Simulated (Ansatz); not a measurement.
The starting structures come from a database of crystals and need not be the phases stable at ambient conditions.

By PBEsol, the system below comes out a metal.

Without scattering a metal conducts by its projected Fermi surface.

Input:

```yaml
crystal:
  lattice:
    - [4.78379, 0.00000, 0.00000]
    - [-2.39189, 4.14288, 0.00000]
    - [0.00000, 0.00000, 6.55281]
  atoms:
    - { symbol: Ta, position: [0.50000, 0.50000, 0.33333] }
    - { symbol: Ta, position: [0.00000, 0.50000, 0.00000] }
    - { symbol: Ta, position: [0.50000, 0.00000, 0.66667] }
    - { symbol: Si, position: [0.31678, 0.15839, 0.00000] }
    - { symbol: Si, position: [0.15839, 0.31678, 0.66667] }
    - { symbol: Si, position: [0.84161, 0.15839, 0.33333] }
    - { symbol: Si, position: [0.68322, 0.84161, 0.00000] }
    - { symbol: Si, position: [0.84161, 0.68322, 0.66667] }
    - { symbol: Si, position: [0.15839, 0.84161, 0.33333] }
```

Space group of this cell: P6_422. The cell is taken as given; by PBEsol its mean pressure is -1.6 GPa.

The current flows along the normal of the first two printed cell vectors, the (001) plane of the conventional cell. No spin-orbit coupling; the value is a mean over 0.1 eV about the Fermi level.

Problem. Compute, with PBEsol (Ansatz, a first-principles code), the ballistic conductance per area.

Solution. 0.35 × 10¹⁵ S/m² for both spins.
